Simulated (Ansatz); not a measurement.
Cells marked so need not be the phases stable at ambient conditions, and some may be hypothetical.

By PBEsol, each system below comes out a metal.

Ballistic conductance counts the channels of both spins, as a mean over 0.1 eV about the Fermi level; spin-orbit coupling is left out.

A. Hf2SnC (P6_3/mmc, not sure to be the ambient phase, 8 atoms a cell, 17.3 Å³ an atom, -3 GPa at this level), current normal to (100)
B. Ta3Ru (Fm-3m, not sure to be the ambient phase, 4 atoms a cell, 16.7 Å³ an atom, -5 GPa at this level), current normal to (001)
C. V (Im-3m, bcc (W type), 1 atom a cell, 13.3 Å³ an atom, -4 GPa at this level), current normal to (111)

Q: Rank these by ballistic conductance per area (lowest first), as PBEsol run with Ansatz (an electronic-structure program) gives it.

A: A (0.59 × 10¹⁵ S/m²), B (0.76 × 10¹⁵ S/m²), C (2.1 × 10¹⁵ S/m²)
